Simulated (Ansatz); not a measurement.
## TaAs (model structure, started from the CoSn type, P6/mmm, No. 191, 6 atoms in the cell): properties by level of theory

```tsv
level (code)	lattice parameter a (Å)	c axis length (Å)
PBE (Ansatz)	5.662	4.263
PBEsol (Ansatz)	5.594	4.218
PBE-D3(BJ) (Ansatz)	…	4.217
```

### Question
Some entries are withheld; supply them.

### Answer

- PBE-D3(BJ) (Ansatz, a quantum-chemistry and plane-wave program), lattice parameter a (Å): 5.604

Ansatz's density-functional and Hartree–Fock values are scalar-relativistic unless marked +SOC, with PAW data made under PBE.

The computed numbers hold no vibrational or temperature effects.

A model structure was made by putting elements into a prototype or built by hand; it is no filed structure, need not be a known phase, and can be a saddle point held by its symmetry.
